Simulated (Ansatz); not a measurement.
Base system: Ag in the fcc (Cu type) structure (space group Fm-3m, No. 225; relaxed with 0.1 eV smearing).

```xyz
1
Lattice="0.0000 2.0269 2.0269 2.0269 0.0000 2.0269 2.0269 2.0269 0.0000" Properties=species:S:1:pos:R:3 pbc="T T T"
Ag     0.0000     0.0000     0.0000
```

Cartesian axes are those of the cell as printed.

Method: Kohn–Sham DFT with the PBEsol functional, run in Ansatz (a quantum-chemistry and plane-wave program) with PAW and 420 eV plane waves, no spin-orbit coupling.

Strains are applied to the cell and any free atomic positions relax; under biaxial strain the out-of-plane vector relaxes too.

One change was made to it. Results:

| quantity | base | after |
|---|---|---|
| energy relative to the base (free energy F) | 0 meV/atom | +25 meV/atom |
| pressure (mean of the normal stresses, compression positive) | 0.0 GPa | -4.1 GPa |

Question: Which of these changes matches the shifts?
A. uniaxial strain ε_yy = −0.86 %
B. biaxial strain +3.69 %, plane normal [110], relaxed out of plane
C. uniaxial strain ε_xx = +0.99 %
D. biaxial strain +2.01 %, plane normal [001], relaxed out of plane

Answer: B, biaxial strain +3.69 %, plane normal [110], relaxed out of plane. For comparison, the energy relative to the base in the other runs: uniaxial strain ε_yy = −0.86 % gives +0.6 meV/atom; uniaxial strain ε_xx = +0.99 % gives +0.7 meV/atom; biaxial strain +2.01 %, plane normal [001], relaxed out of plane gives +3.4 meV/atom.

A biaxial case was relaxed in a doubled cell and then solved in the primitive one. Whether these cells are dynamically stable was not tested.
